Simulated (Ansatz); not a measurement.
Cubic perovskite BaHfO₃ was calculated with BLYP (Ansatz, an electronic-structure program, plane waves, PAW).

Input:

Ansatz 0.2 input:
```yaml
crystal:
  lattice:
    - [4.1609161935, 0.0, 0.0]
    - [0.0, 4.1609161935, 0.0]
    - [0.0, 0.0, 4.1609161935]
  atoms:
    - { symbol: Ba, position: [0.0, 0.0, 0.0] }
    - { symbol: Hf, position: [0.5, 0.5, 0.5] }
    - { symbol: O, position: [0.5, 0.0, 0.5] }
    - { symbol: O, position: [0.0, 0.5, 0.5] }
    - { symbol: O, position: [0.5, 0.5, 0.0] }
basis:
  ecutwfc: 520
  ecutrho_ratio: 4
  xc_grid: 2
kpoints:
  mp_grid: { grid: [8, 8, 8] }
hamiltonian:
  xc: blyp
  dispersion: none
  pseudopotentials: { kind: paw }
scf:
  occupations: { method: fermi_dirac, width: 0.01 }
  convergence: { dr2_threshold: 0.0000000005 }
output:
  forces: true
  stress: true
  eigenvalues: true
```

Problem. How many irreducible k-points, plane waves at Γ does the program set up, and what pressure does the run end with?

Solution. 35 irreducible k-points, 1935 plane waves at Γ; P = 10.40 GPa, so the cell is compressed on average and its volume would grow at this level.

Output (set-up and result lines):

```
Crystal: 5 atoms, lattice volume = 72.039 Å³
Basis set: ecut = 520 eV, 1935 PW (Γ), exchange–correlation on 64×64×64 points (8 copies of the dense FFT grid, shifted against one another)
Bands: 33, of which v1, the nominal top of the filled ones, is band 27 counted from 1 (26 counted from 0)
Symmetry: 48 space group operations
Space group: Pm-3m (ITA 221), of the structure as read, at distance tolerance 4.2e-5 Å
k-points: 35 of 512
Functional: x = b88, c = lyp
SCF iter   1: F=—  HF=-23431.202256 eV  |F-HF|=—  |Δ(HF+E_count)|=         —  Δρ=2.01e-2  dr2=2.18e-1
SCF iter   2: F=—  HF=-23431.151916 eV  |F-HF|=—  |Δ(HF+E_count)|=   5.03e-2  Δρ=5.03e-3  dr2=1.40e-2
  ...
SCF iter   8: F=—  HF=-23431.148798 eV  |F-HF|=—  |Δ(HF+E_count)|=   1.51e-8  Δρ=1.24e-6  dr2=8.86e-10
SCF iter   9: F=-23431.148798 eV  HF=-23431.148798 eV  |F-HF|=3.64e-12  |Δ(HF+E_count)|=  4.44e-10  Δρ=2.97e-7  dr2=4.04e-11
SCF 1 converged in 9 iterations: F = -23431.148798 eV  dr2 = 4.04e-11
SCF converged after 9 iterations
Free energy (F): -23431.148798 eV
Internal energy: -23431.148798 eV  (E = F + TS)
E sigma→0 (E₀):  -23431.148798 eV
Fermi energy:    13.951011 eV
--- Forces (eV/Å), atoms counted from 1 ---
  atom   1  Ba    -0.00000000     0.00000000    -0.00000000
  atom   2  Hf     0.00000000     0.00000000     0.00000000
  atom   3  O      0.00000000    -0.00000000     0.00000000
  atom   4  O      0.00000000     0.00000000    -0.00000000
  atom   5  O      0.00000000    -0.00000000    -0.00000000
--- Stress (GPa, compression-positive) ---
       10.402486       0.000000       0.000000
        0.000000      10.402486       0.000000
        0.000000       0.000000      10.402486
  P = ⅓ Tr σ = 10.4025 GPa (104.025 kbar)
```

The cell is one volume of an energy–volume scan, off the minimum.

The PAW data were made under PBE.
